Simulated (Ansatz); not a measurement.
Sn on the Cu site in fcc Cu

These are PBE, PAW (plane waves to 420 eV; Ansatz, a quantum-chemistry and plane-wave program) values and carry that method's errors. Details: 32-site cell; 6×6×6 shifted k-points; start: the Cu site; no spin–orbit coupling; no Hubbard U; not converged in cell size; the relaxation kept the symmetry of the starting site.

Neighbours after relaxation, in Å: of the Sn atom: Cu 2.64, Cu 2.64, Cu 2.64, Cu 2.64, Cu 2.64, Cu 2.64, Cu 2.64, Cu 2.64 (the shell may go on).

Formation energies E_f are those of the neutral cell. Chemical conditions: host crystal and elements as references (Δμ(Cu) = 0.00 eV, Δμ(Sn) = 0.00 eV; Sn taken from its element, since no compound that bounds it was computed at this level; only phases computed here count, gases as isolated molecules at 0 K). Reference phases: Cu: fcc Cu, Sn: beta tin.

```csv
charge,moment (μB),point group,largest move off a lattice site (Å),"E_f, host crystal and elements as references (eV)"
0,not spin-polarised,Oh,0.07,0.43
```

Point groups are those of the whole cell at tolerances of 0.03 and 0.1 Å ("near" where only the looser one holds); none is given for unsettled states.

All states together cost very roughly 4 core-minutes.
